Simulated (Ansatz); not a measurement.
# A computed series for hypothetical diamond Te: pressure series

Consider Te in the diamond structure (space group Fd-3m, No. 227; a = 7.1853 Å; a hypothetical phase, not in the database extracts checked).

Cell and atoms are relaxed at each pressure.

Computed with DFT with PBE, PAW potentials and a 420 eV plane-wave cutoff in Ansatz (a quantum-chemistry and plane-wave program), scalar-relativistic without spin-orbit coupling.

Two rows of this table had their results exchanged by mistake.

| pressure | volume per atom (Å³) | shortest distance (Å) | band gap |
|---|---|---|---|
| pressure −2 GPa | 50.79 | 3.207 | zero |
| pressure −1 GPa | 48.31 | 3.154 | zero |
| pressure 0.3 GPa | 45.86 | 3.100 | zero |
| pressure 0.7 GPa | 45.23 | 3.086 | zero |
| pressure 1.5 GPa | 44.09 | 3.059 | zero |
| pressure 3 GPa | 42.27 | 3.017 | zero |
| pressure 5 GPa | 36.83 | 2.881 | zero |
| pressure 7.5 GPa | 38.41 | 2.922 | zero |
| pressure 10 GPa | 40.33 | 2.970 | zero |

Problem. Which two?

Solution. The rows for pressure 5 GPa and pressure 10 GPa: the volume has to fall steadily with pressure, so 40.33 Å³ belongs to pressure 5 GPa and 36.83 Å³ to pressure 10 GPa.

Load acts through the strain it causes; cell and atoms are relaxed under it. Stability against distortions was not tested. Competing high-pressure phases were not computed.
